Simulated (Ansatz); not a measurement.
Data:

```xyz
2
Lattice="0.0000 3.1690 3.3451 3.1690 0.0000 3.3451 3.1690 3.1690 0.0000" Properties=species:S:1:pos:R:3 pbc="T T T"
Cd     0.0000     0.0000     0.0000
Te     1.5845     1.5845     1.6725
```

Level of theory: r2SCAN with spin-orbit coupling, rigid bands (plane waves, PAW; Ansatz, a program for electronic structure). Condition of this run: biaxial stress in (001) of 1 GPa (compression positive) (the target of the relaxation). Geometry: cell and atoms relaxed with PBEsol, then loaded as said.

**Question.** What conductivity effective mass do dilute electrons have at 300 K?

**Answer.** 0.100 (x), 0.100 (y), 0.102 (z) mₑ.

**Question.** What conductivity effective mass do dilute holes have at 300 K?

**Answer.** 0.34 (x), 0.34 (y), 0.61 (z) mₑ.

**Question.** And the band gap?

**Answer.** 0.98 eV at this level; semilocal functionals usually fall short of the measured gap.

Rigid bands, one relaxation time for all states, no polarons. Geometry: cell and atoms relaxed with PBEsol.
